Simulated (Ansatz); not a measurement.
An Ansatz (a first-principles code) run: a single point on Mg with a change (pressure 15 GPa), its geometry relaxed with PBEsol; Ansatz r2SCAN, without spin-orbit coupling.

Input:

Ansatz 0.2 input:
```yaml
crystal:
  lattice:
    - [2.9218916031, 0, 0]
    - [-1.4609458016, 2.5304323554, 0]
    - [0, 0, 4.7567588145]
  atoms:
    - { symbol: Mg, position: [0.3333333333, 0.6666666667, 0.75] }
    - { symbol: Mg, position: [0.6666666667, 0.3333333333, 0.25] }
basis: { ecutwfc: 500, ecutrho_ratio: 4, xc_grid: 4, fft_grid_basis: typed }
kpoints: { mp_grid: { grid: [17, 17, 9] } }
hamiltonian:
  xc: r2scan
  dispersion: none
  pseudopotentials: { kind: paw }
scf: { occupations: { method: fermi_dirac, width: 0.05 }, convergence: { dr2_threshold: 0.0000000002 } }
output: { forces: true, stress: true }
checkpoint: { write: state.ck, write_every: 1000 }
```

Output (explanatory and most iteration lines left out):

```
Pseudopotential: Mg, paw, valence charge 10
Crystal: 2 atoms, lattice volume = 35.170 Å³
Basis set: ecut = 500 eV, 917 PW (Γ), exchange–correlation on 96×96×144 points (64 copies of the dense FFT grid, shifted against one another)
Bands: 14, of which v1, the nominal top of the filled ones, is band 10 counted from 1 (9 counted from 0)
Symmetry: 24 space group operations
Space group: P63/mmc (ITA 194), of the structure as read, at distance tolerance 3.3e-5 Å
k-points: 165 of 2601
Functional: x = r2scan, c = r2scan; τ floored in thin density (d = 2e-4 eV/Å³)
SCF iter   1: F=—  HF=-3852.396576 eV  |F-HF|=—  |Δ(HF+E_count)|=         —  Δρ=8.16e-3  dr2=7.16e-3  dr2_τ=1.86e-3  ethr=1.77e-3  ⟨swp⟩=5.5  Hψ=12486  notcnv=0
SCF iter   2: F=—  HF=-3852.407274 eV  |F-HF|=—  |Δ(HF+E_count)|=   1.07e-2  Δρ=3.42e-3  dr2=1.76e-3  dr2_τ=6.09e-5  ethr=3.58e-5  ⟨swp⟩=2.0  Hψ=5940  notcnv=0
SCF 1 converged in 6 iterations: F = -3852.407823 eV  dr2 = 1.87e-10
SCF converged after 6 iterations
Free energy (F): -3852.407823 eV
Internal energy: -3852.402941 eV  (E = F + TS)
E sigma→0 (E₀):  -3852.405382 eV
Entropy (-TS):   -0.004882 eV (-2.441 meV/atom)
Fermi energy:    8.182414 eV
--- Forces (eV/Å), atoms counted from 1 ---
  atom   1  Mg    -0.00000000     0.00000000     0.00000000
  atom   2  Mg     0.00000000    -0.00000000    -0.00000000
--- Stress (GPa, compression-positive) ---
       16.024073       0.000000      -0.000000
        0.000000      16.024073       0.000000
       -0.000000       0.000000      15.886156
  P = ⅓ Tr σ = 15.9781 GPa (159.781 kbar)
```

Single points use the geometry relaxed with PBEsol. Load acts through the strain it causes; cell and atoms are relaxed under it. Stability against distortions was not tested. No other phases were tried under pressure. The cell was made from Mg in the hcp (Mg type) structure (space group P6_3/mmc, No. 194) by this change: pressure 15 GPa.
